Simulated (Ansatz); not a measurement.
GaAs (F-43m), PBE with spin-orbit coupling, rigid bands run with Ansatz (a first-principles code): N_v = 1.20e19 cm⁻³ at 300 K and a hole conductivity mass of 0.415 mₑ.

Q: For 1e17 holes per cm³ at 300 K, place the Fermi level, estimate the Seebeck coefficient of a parabolic band with constant τ, and give mobility and conductivity for τ = 5 fs.

A: The level lies k_BT ln(N_v/p) = 0.124 eV above the valence-band maximum. S ≈ +(k_B/e)[ln(N_v/p) + 5/2] = 628 μV/K, against 631 μV/K from the full bands (mean over directions). μ = eτ/m = 21.2 cm²/(V·s) and σ = peμ = 0.340 S/cm. τ is assumed, not computed.

Band transport and this doping are assumed; polarons and phonon drag are left out. Geometry: cell and atoms relaxed with PBEsol.
